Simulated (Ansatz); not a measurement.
## CoPtO2 (space group R-3m, No. 166; non-magnetic)

```
CELL_PARAMETERS angstrom
      1.40441     0.81084     5.90540
     -1.40441     0.81084     5.90540
      0.00000    -1.62167     5.90540
ATOMIC_POSITIONS crystal
  Pt 0.00000 0.00000 0.00000
  Co 0.50000 0.50000 0.50000
  O  0.11223 0.11223 0.11223
  O  0.88777 0.88777 0.88777
```

Calculations: PBEsol (Ansatz, a first-principles code, PAW, spin-orbit coupling left out). k-mesh 17×17×17 (Γ-centred); smearing 0.05 eV (Fermi–Dirac).

| Item | Value |
|---|---|
| Volume per atom | 10.09 Å³ |
| Density | 11.77 g/cm³ |
| Band gap | zero |
| Total energy | -4649.252 eV/atom (σ→0; compares only within this code and set-up) |

Stability against distortions was not tested. Starting moments died away, wholly or in part, for the base; another magnetic solution may exist. No Hubbard U is applied and the magnetic state is the run's own (CoPtO2 non-magnetic); small cells can't hold the antiferromagnetic order that many such compounds have, so gaps and moments can be off. The final runs are not spin-polarised. An odd electron count without spin: CoPtO2.
